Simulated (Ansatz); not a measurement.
We consider Mg₂NbN₃ (C2/c, No. 15, 12 atoms in the cell; start mp-1246788), described by LDA (Ansatz, an electronic-structure program, plane waves, PAW).

Run with plane-wave cutoff 520 eV, 8×8×8 k mesh, Fermi–Dirac smearing 0.01 eV, no spin polarisation, scalar-relativistic PAW data made under PBE.

Cell (relaxed with PBEsol):

```yaml
crystal:
  lattice:
    - [4.72504, -3.07287, 0.00990]
    - [4.72504, 3.07287, 0.00990]
    - [-2.64563, 0.00000, 5.03158]
  atoms:
    - { symbol: Mg, position: [0.91561, 0.75460, 0.42281] }
    - { symbol: Mg, position: [0.08439, 0.24540, 0.57719] }
    - { symbol: Mg, position: [0.24540, 0.08439, 0.07719] }
    - { symbol: Mg, position: [0.75460, 0.91561, 0.92281] }
    - { symbol: Nb, position: [0.58878, 0.41122, 0.75000] }
    - { symbol: Nb, position: [0.41122, 0.58878, 0.25000] }
    - { symbol: N, position: [0.90040, 0.09960, 0.75000] }
    - { symbol: N, position: [0.09960, 0.90040, 0.25000] }
    - { symbol: N, position: [0.58674, 0.72545, 0.07355] }
    - { symbol: N, position: [0.41326, 0.27455, 0.92645] }
    - { symbol: N, position: [0.27455, 0.41326, 0.42645] }
    - { symbol: N, position: [0.72545, 0.58674, 0.57355] }
```

Problem. Estimate the band gap, smallest direct gap on the k points sampled and direct gap at Γ that the calculation returns.

Solution. 
- band gap: 1.32 eV
- smallest direct gap on the k points sampled: 1.97 eV
- direct gap at Γ: 2.06 eV

Note: cell and atoms aren't relaxed at this level (pressure -4.4 GPa).

Spin–orbit coupling is not included.

Computed values are for the static lattice.

It cost very roughly 80 core-seconds of CPU time.

A start named mp-… is a Materials Project structure, which need not be a measured phase.
